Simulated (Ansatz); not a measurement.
Base system: LiF in the rock salt structure (space group Fm-3m, No. 225; a = 4.008 Å).

Calculations: Kohn–Sham DFT with the PBEsol functional, run in Ansatz (an electronic-structure program) with PAW and 420 eV plane waves, no spin-orbit coupling.

Carriers are added at fixed cell with a uniform background; the Fermi–Dirac width is that of 300 K.

One change was made to it. Results:

| quantity | base | after |
|---|---|---|
| gap between the host's bands | 9.05 eV | 9.10 eV |
| Fermi level relative to the doped band's edge (positive inside the band; to 0.05 eV) | – | 0.00 eV |
| gap character | direct at Γ | direct at Γ |

Which of these changes matches the shifts?
A) electrons 1.0×10^21 cm⁻³
B) electrons 1.5×10^21 cm⁻³
C) electrons 2.0×10^21 cm⁻³
D) holes 1.0×10^21 cm⁻³
E) electrons 7.0×10^20 cm⁻³

D, holes 1.0×10^21 cm⁻³. For comparison, the Fermi level from band edge in the other runs: electrons 1.5×10^21 cm⁻³ gives +0.50 eV; electrons 1.0×10^21 cm⁻³ gives +0.40 eV; electrons 2.0×10^21 cm⁻³ gives +0.60 eV; electrons 7.0×10^20 cm⁻³ gives +0.30 eV.

Carriers are added with a uniform compensating background; total energy and stress of such cells depend on the potential's zero and are not compared; many-body gap narrowing is missing at this level. Gaps are Kohn–Sham eigenvalue differences; semilocal functionals usually give less than the measured gap. No phonon test of stability was made.
